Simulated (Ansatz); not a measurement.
The starting structures come from a database of crystals and need not be the phases stable at ambient conditions.

Data:

```
CELL_PARAMETERS angstrom
      3.83132     0.00000     0.00000
     -1.91566     3.31802     0.00000
      0.00000     0.00000     6.33262
ATOMIC_POSITIONS crystal
  Si 0.33333 0.66667 0.06301
  Si 0.66667 0.33333 0.93699
  Si 0.66667 0.33333 0.56301
  Si 0.33333 0.66667 0.43699
```

The cell is taken as given; by LDA it stands under a pressure of -2.0 GPa.

Transport runs along the normal of the first two printed cell vectors, the (001) plane of the conventional cell.

The gap is the functional's own. No spin-orbit coupling. Mid-gap values are those at the computed energy nearest the middle.

Question: Predict the band gap and the smallest decay constant κ at mid-gap from LDA (Ansatz, a program for electronic structure).

Answer: Gap 0.31 eV on a 12×12×6 mesh; κ = 0.100 1/Å, at the zone centre.
